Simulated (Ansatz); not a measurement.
Si: pressure series

The reference is Si in the diamond structure (space group Fd-3m, No. 227; a = 5.470 Å).

Cell and atoms are relaxed at each pressure.

Level of theory: DFT with PBE, PAW potentials and a 420 eV plane-wave cutoff in Ansatz (a quantum-chemistry and plane-wave program), no spin-orbit coupling, earlier PAW set.

Notes on the quantities. enthalpy: H = E + PV relative to the base's energy.

| case | enthalpy | electron mass | smallest direct gap |
|---|---|---|---|
| base | – | 0.94 mₑ along k, 0.20 mₑ across (off the special points) | 2.55 eV |
| pressure −2 GPa | -0.26 eV/atom | 0.94 mₑ along k, 0.20 mₑ across (off the special points) | 2.54 eV |
| pressure −1 GPa | -0.13 eV/atom | 0.94 mₑ along k, 0.20 mₑ across (off the special points) | 2.55 eV |
| pressure 0.3 GPa | +0.04 eV/atom | 0.94 mₑ along k, 0.20 mₑ across (off the special points) | 2.55 eV |
| pressure 0.7 GPa | +0.09 eV/atom | 0.94 mₑ along k, 0.20 mₑ across (off the special points) | 2.55 eV |
| pressure 1.5 GPa | +0.19 eV/atom | 0.94 mₑ along k, 0.20 mₑ across (off the special points) | 2.56 eV |
| pressure 3 GPa | +0.38 eV/atom | 0.94 mₑ along k, 0.19 mₑ across (off the special points) | 2.56 eV |
| pressure 5 GPa | +0.62 eV/atom | 0.94 mₑ along k, 0.19 mₑ across (off the special points) | 2.57 eV |
| pressure 7.5 GPa | +0.92 eV/atom | 0.94 mₑ along k, 0.19 mₑ across (off the special points) | 2.58 eV |
| pressure 10 GPa | +1.22 eV/atom | 0.95 mₑ along k, 0.19 mₑ across (off the special points) | 2.59 eV |

Load acts through the strain it causes; cell and atoms are relaxed under it. Masses are band curvatures over ±0.01 Å⁻¹ around the edge. Along k means along the line from Γ to the band edge. Whether these cells are dynamically stable was not tested. Tetrahedral semiconductors of this kind turn to denser phases somewhere between about 1 and 50 GPa; those were not computed, so compressed cells here can lie past the real transition.
